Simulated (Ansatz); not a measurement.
MoTe2: energy against strain

MoTe2 (2H layered, P6_3/mmc, 22.688 Å³/atom at rest, c along z) under an equal strain ε in the (0001) plane with the normal axis free, as in a coherent film. PBEsol-D3(BJ) in Ansatz, a plane-wave DFT program (PAW, default set), 420 eV, 11×11×3 Γ-centred mesh, Fermi-Dirac smearing 0.05 eV; ions are relaxed within the symmetry of each cell.

Here s stands for strain and y for E less E0.

| strain (%) | E less E0 (meV/atom) |
|---|---|
| -3.00 | ? |
| -1.20 | 3.70 |
| -0.60 | 0.90 |
| 0.00 | 0.00 |
| 0.60 | 0.90 |
| 1.20 | 3.55 |

Fit y of the 5 rows that show it with a parabola. Least squares gives y = -0.004 - 0.0500·s + 2.5198·s². Residuals (row less fit): 0.015, -0.033, 0.004, 0.027, -0.015; standard error 0.034 (degrees of freedom: 2). Twice the quadratic coefficient over the volume, 2 × 2.5198 meV × 10⁴ × 0.1602 / 22.688 Å³, is twice the biaxial elastic modulus of this plane = 356 ± 4 GPa.

Problem. What does the fit predict for y at s = -3.00, and how far is the calculated value from it?

Solution. y = -0.004 - 0.0500 × (-3.0) + 2.5198 × (-3.0)² = 22.824 meV/atom. The calculation gives 24.36 meV/atom, 1.536 meV/atom above the prediction (6.3 % of the range of y in the table). The row lies outside the fitted rows, so this is an extrapolation. From the scatter of the fitted rows alone, a prediction at this place has a standard error of 0.218 meV/atom, so the miss is 7.0 times that.

One order more, fitted to all 11 runs of the series, follows each within 0.02, so the miss is the next term of a smooth law. Rows are the converged runs of the series near zero and its far end; series whose fitted rows scatter by over a few per cent of the range, as at a crossing or softening among them, aren't shown in this form. Most that stay on the fit to the last digits aren't either.
